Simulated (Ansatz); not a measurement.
## bcc V (1 1 1) on germanium (1 1 1) (film strained to the substrate, started from cuts of the bulks and a machine-learned relaxation; slabs Ge8 and V12, which can lie off the formulas)

A periodic stack without vacuum, bcc V (1 1 1) on germanium (1 1 1) (film strained to the substrate, started from cuts of the bulks and a machine-learned relaxation; slabs Ge8 and V12, which can lie off the formulas): substrate slab Ge8, film V12, surface cells [[1, -1], [0, 1]] and [[1, -1], [0, 1]], film strained by -3.9 and -3.9 %, outermost planes Ge/Ge and V/V as cut, which need not be the usual terminations and can put a slab off its formula.

The start was prepared with a machine-learned potential, and the result is one local minimum, with the in-plane cell held and forces under 0.04 eV/Å; the film can end far from its bulk form.

Method: PBE (plane waves to 420 eV, PAW; Ansatz, a first-principles code). Spin–orbit coupling is left out; the runs are not spin-polarised; PBE gaps are too small against experiment. Its k-point mesh 9×9×1, Fermi–Dirac width 0.05 eV.

- interface area = 14.4 Å²
- period = 25.37 Å
- heights between the nearest atoms of the two slabs at the two interfaces = 1.39 and 1.39 Å
- Ge–V contacts across the interfaces within 1.22 times the sum of covalent radii = 8, mean 2.65 Å

```yaml
crystal:
  lattice:
    - [4.07292, 0.00009, 0.01308]
    - [-2.03639, 3.52686, -0.06455]
    - [-0.08557, 0.45105, 25.36493]
  atoms:
    - { symbol: Ge, position: [0.25145, 0.45411, 0.03097] }
    - { symbol: Ge, position: [0.24808, 0.45060, 0.12769] }
    - { symbol: Ge, position: [0.58128, 0.11703, 0.16052] }
    - { symbol: Ge, position: [0.58074, 0.11682, 0.25907] }
    - { symbol: Ge, position: [0.91398, 0.78327, 0.29200] }
    - { symbol: Ge, position: [0.91460, 0.78393, 0.39056] }
    - { symbol: Ge, position: [0.24794, 0.45053, 0.42339] }
    - { symbol: Ge, position: [0.25374, 0.45981, 0.52011] }
    - { symbol: V, position: [0.25489, 0.46105, 0.61503] }
    - { symbol: V, position: [0.92058, 0.79315, 0.57499] }
    - { symbol: V, position: [0.92162, 0.79417, 0.68611] }
    - { symbol: V, position: [0.58863, 0.12823, 0.64700] }
    - { symbol: V, position: [0.58815, 0.12668, 0.75653] }
    - { symbol: V, position: [0.25480, 0.46036, 0.72137] }
    - { symbol: V, position: [0.25386, 0.45806, 0.82972] }
    - { symbol: V, position: [0.92114, 0.79249, 0.79458] }
    - { symbol: V, position: [0.92010, 0.79007, 0.90407] }
    - { symbol: V, position: [0.58689, 0.12407, 0.86498] }
    - { symbol: V, position: [0.58532, 0.12174, 0.97608] }
    - { symbol: V, position: [0.25297, 0.45612, 0.93606] }
```
